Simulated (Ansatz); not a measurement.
```xyz
6
Lattice="15.0000 0.0000 0.0000 0.0000 11.5000 0.0000 0.0000 0.0000 3.8883" Properties=species:S:1:pos:R:3 pbc="T T T"
C      6.8496     5.7500     2.3264
C      8.1504     5.7500     2.8580
S      5.6231     5.7500     3.5643
C      8.1504     5.7500     0.3823
C      6.8496     5.7500     0.9138
S      9.3769     5.7500     1.6201
```

Levels: PBE (plane waves to 420 eV, PAW; Ansatz, a program for electronic structure); r2SCAN (plane waves to 500 eV, PAW; Ansatz); HSE06 (Ansatz). Unmarked values and the geometry are of the first. Mesh 1×1×80. No spin polarisation. Isolated but for its images some 11 Å away. A hypothetical model. Symmetry and one short period hold its shape; lower forms weren't sought. Pairing along the axis, which can open a gap, is among the distortions not tried. HSE06 ran on a 1×1×5 mesh and at PBE's edge points. Buckling under compression is shut out by symmetry and the short period.

### Question
Give the properties of this body.

### Answer
```
Quantity                                                       Result
-----------------------------------------------  --------------------
largest distance between nuclei across the axis                3.75 Å
PBE gap                                          1.37 eV, direct at Γ
electron mass along the axis (PBE)                            0.11 mₑ
hole mass along the axis (PBE)                               0.100 mₑ
r2SCAN gap at this geometry                                   1.47 eV
HSE06 gap at this geometry                                    1.89 eV
axial stiffness dF/dε                                          130 nN
```
